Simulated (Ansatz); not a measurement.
A relaxation of the atoms of TaCu₃Se₃S (R3m, 8 atoms in the cell) with Ansatz (a first-principles code).

Computed with LDA (PW92), default PAW files made with PBE (plane waves; Ansatz).

The change in words: one atom moved by 0.15 angstrom; relax: default → atoms; relax.f_tol: default → 0.001 eV/Å. Reference geometry:
```
CELL_PARAMETERS angstrom
      3.97379     2.29427     3.29581
     -3.97379     2.29427     3.29581
      0.00000    -4.58854     3.29581
ATOMIC_POSITIONS crystal
  Ta 0.99953 0.99953 0.99953
  Cu 0.49765 0.00630 0.00630
  Cu 0.00630 0.49765 0.00630
  Cu 0.00630 0.00630 0.49765
  Se 0.75035 0.75035 0.25581
  Se 0.25581 0.75035 0.75035
  Se 0.75035 0.25581 0.75035
  S  0.23372 0.23372 0.23372
```

Reference input (self-consistent single point, DFT, LDA (PW92), plane waves, default PAW files made with PBE): basis.ecutwfc = 30.9 Ry; kpoints.mp_grid.grid = 5 5 5; hamiltonian.xc = lda; hamiltonian.pseudopotentials = {kind: paw} (the program's default PAW files); scf.occupations.method = fixed. This run's input differs from it in these lines:

```diff
@@ -6,3 +6,3 @@
   atoms:
-    - { symbol: Ta, position: [0.999530, 0.999530, 0.999530] }
+    - { symbol: Ta, position: [1.014701, 1.014701, 1.014701] }
     - { symbol: Cu, position: [0.497650, 0.006295, 0.006295] }
@@ -26,2 +26,4 @@
     method: fixed
+relax:
+  f_tol: 0.001
 output:
```

Output, abridged:

```
   [... SCF lines of the steps left out ...]
relax step   1: F+E_penalty+E_count = -46372.59393427 eV  Δ(F+E_penalty+E_count) = +0.000e0 eV  max|allowed force component| = 4.071e0 eV/Å  Δτ_max = 0.0000 Å  (9 SCF iters, dr2 threshold 1.00e-7 eV, accepted)
relax step   2: F+E_penalty+E_count = -46372.86965892 eV  Δ(F+E_penalty+E_count) = -2.757e-1 eV  max|allowed force component| = 7.635e-1 eV/Å  Δτ_max = 0.1608 Å  (6 SCF iters, dr2 threshold 1.00e-4 eV, accepted)
   [... lines left out ...]
relax step   6: F+E_penalty+E_count = -46372.91265075 eV  Δ(F+E_penalty+E_count) = -2.006e-7 eV  max|allowed force component| = 9.208e-3 eV/Å  Δτ_max = 0.0010 Å  (6 SCF iters, dr2 threshold 2.04e-9 eV, accepted)
relax step   7: F+E_penalty+E_count = -46372.91265339 eV  Δ(F+E_penalty+E_count) = -2.645e-6 eV  max|allowed force component| = 1.484e-4 eV/Å  Δτ_max = 0.0005 Å  (5 SCF iters, dr2 threshold 5.30e-9 eV, accepted)
relax step   8: F+E_penalty+E_count = -46372.91265339 eV  Δ(F+E_penalty+E_count) = -2.910e-11 eV  max|allowed force component| = 1.532e-4 eV/Å  Δτ_max = 0.0000 Å  (2 SCF iters, accepted)
the relaxation is at rest under the 6 symmetry operations that the run kept from its start: a minimum is not shown …
Stability not checked: this state was not tested for a lower state beside it, because too few of the mixer's solves of this state at the end of the SCF gave a …
Free energy (F): -46372.912653 eV
Internal energy: -46372.912653 eV  (E = F + TS)
E sigma→0 (E₀):  -46372.912653 eV
Fermi energy:    7.642644 eV
--- Forces (eV/Å), atoms counted from 1 ---
  atom   1  Ta     0.00000000    -0.00000000     0.00012878
  atom   2  Cu    -0.00002556    -0.00001476    -0.00009330
   [... lines left out ...]
    - { symbol: Se, position: [0.7555487394547509, 0.7555487394547509, 0.25503508030608535] }
    - { symbol: Se, position: [0.25503508030608535, 0.7555487394547509, 0.7555487394547509] }
    - { symbol: Se, position: [0.7555487394547509, 0.25503508030608535, 0.7555487394547509] }
    - { symbol: S, position: [0.23301329821202738, 0.23301329821202738, 0.23301329821202743] }
```

The run converged. 

Summary of the result:
```
Quantity                                                   Value
------------------------------------------------  --------------
Free energy E − TS (on the zero of these files)   -46372.9127 eV
Top of the valence band (on the code's own zero)         7.64 eV
Gap on the k-point mesh                                  1.77 eV
Pressure                                               -3.62 GPa
Relaxation steps                                               8
```

The starting cell comes from a database of computed structures (which also holds hypothetical and non-ambient phases and stackings), without a prior relaxation at this level. Its lattice was rescaled by up to half a per cent. For this run, on top of that: one atom moved by 0.15 angstrom. Spin-orbit coupling is off. The relaxation keeps the symmetry of its start, so its end need not be a minimum. Ansatz's pressure includes its estimate of the finite-basis (Pulay) stress.

Cost on one core of a shared machine: roughly 3 min.

Keys are those of Ansatz 0.2.
